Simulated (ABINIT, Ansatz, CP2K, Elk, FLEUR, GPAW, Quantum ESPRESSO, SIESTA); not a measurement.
**MgO (Fm-3m, 2 atoms in the cell) computed with different codes at matched settings**

Self-consistent single point.

```
CELL_PARAMETERS angstrom
      0.00000     2.10500     2.10500
      2.10500     0.00000     2.10500
      2.10500     2.10500     0.00000
ATOMIC_POSITIONS crystal
  Mg 0.00000 0.00000 0.00000
  O  0.50000 0.50000 0.50000
```

All programs got the same cell, k-point mesh and kind of occupations (in Ansatz's words: kpoints.mp_grid.grid = 7 7 7; scf.occupations.method = fermi_dirac; scf.occupations.width = 0.01 eV); potentials, basis and cutoffs are each program's usual ones.

```tsv
code	model	pressure (GPa)	gap on the mesh (eV)	k-points	cutoff
GPAW	PBE, GPAW PAW datasets PBE (gpaw-data 1.0.1)	–	4.765	20	550 eV
ABINIT	PBE, norm-conserving pseudopotentials (PseudoDojo nc-sr-05 PBE standard)	4.75	4.782	20	42 Ha
CP2K	PBE, GPW, DZVP-MOLOPT-SR-GTH basis, GTH-PBE potentials (GTH_POTENTIALS)	8.71	4.618	172	grid 1000 Ry
FLEUR	PBE, all-electron FLAPW (FLEUR), scalar-relativistic valence	–	4.843	20	Kmax 4.6 1/bohr
Quantum ESPRESSO	PBE, SSSP 1.1.2 efficiency (PBE) pseudopotentials	4.35	4.737	20	55 Ry
SIESTA	GGA PBE, numerical atomic orbitals DZP, PseudoDojo PBE standard norm-conserving potentials (rewritten from UPF to PSML)	4.75	4.631	172	grid 300 Ry
Ansatz	PBE, default PAW files	4.32	4.757	20	default
Elk	PBE, all-electron FP-LAPW, Elk's shipped species files, APW+lo basis with extra local orbitals	–	4.676	20	rgkmax 7.5
```

A dash marks a value that a program does not give, or that is left out as unsure.

Gaps are read on the mesh.

The spread over the programs that give each value: pressure within 4.39 GPa; gap on the mesh within 0.225 eV.

The starting cell has typed, rounded lattice constants, without a prior relaxation at this level. On Ansatz's run: In the base run, with a pressure of about 5 GPa the cell is away from its equilibrium volume at this level.

Why do the programs differ, and what cannot be compared?

Differences of this kind can come from the potentials, where these differ, and from what each basis and cutoff leave unconverged. The valence holds different numbers of electrons (GPAW 16, ABINIT 16, CP2K 16, FLEUR 16, Quantum ESPRESSO 8, SIESTA 16, Ansatz (a quantum-chemistry and plane-wave program) 16). The zero of total energies and Fermi levels follows the potentials and each program's conventions, so they are not compared here. CP2K and SIESTA use small atom-centred bases, whose incompleteness enters pressures, forces and empty levels differently from a plane-wave cutoff. FLEUR and Elk treat all electrons, but the usual bases taken here (sphere radii, linearisation, local orbitals, empty states) were not tested for convergence, so the values are no reference for the others. Ansatz's pressure is given at a fixed set of plane waves, as the other plane-wave codes print theirs; with its correction for the finite basis it is 4.92 GPa (the shift of 0.60 GPa shows how far the cutoff is from converged). The pressure of GPAW is left out: its cutoff lies under the one at which its stress was checked. The programs reduce the same mesh by symmetry to different extents, which changes the work and not the result. In the pressure, CP2K (by 4.37) lies more than 1 GPa from the median of the plane-wave programs. In the gap, CP2K (by 0.143) and SIESTA (by 0.131) lie more than 0.12 eV from the median of the plane-wave programs.

Keys are those of Ansatz 0.2.
